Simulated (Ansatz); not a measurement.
Cost and result by functional for the surface energy of the (10-11) surface of hcp Be in its 1x1 cell, outermost plane spacing 0.29 Å in the ideal cut, in Ansatz (plane waves, PAW). Single points on the PBE structure, on one kind of machine; costs are rough ratios of the slab run's core time (references not counted) to the cheapest single point. r2SCAN's cost holds its higher cutoff (500 against 420 eV). Differences are taken against r2SCAN for comparison alone: no measured value is at hand, so the table doesn't rank accuracy.

Slab: 14 atoms, 10.6 Å thick at the start; k 17x9x1, smearing 0.1 eV, dipole-corrected; all atoms relaxed; held to the part of the start's symmetry that mesh and held atoms allow; no spin, no spin-orbit, no U. These notes are the PBE run's.

| functional | relative cost | surface energy (J/m²) | less r2SCAN (J/m²) |
|---|---|---|---|
| LDA | 1 | 2.17 | 0.22 |
| PBEsol | 1 | 2.06 | 0.12 |
| RPBE | 1 | 1.74 | -0.21 |
| r2SCAN | 2 | 1.95 | 0.00 |
| PBE (the relaxed run's value) | – | 1.89 | -0.06 |

The values span 0.43 J/m², while the single points' costs differ by a factor of roughly 2. Differences are of unrounded values.

Ansatz is a quantum-chemistry and plane-wave program.
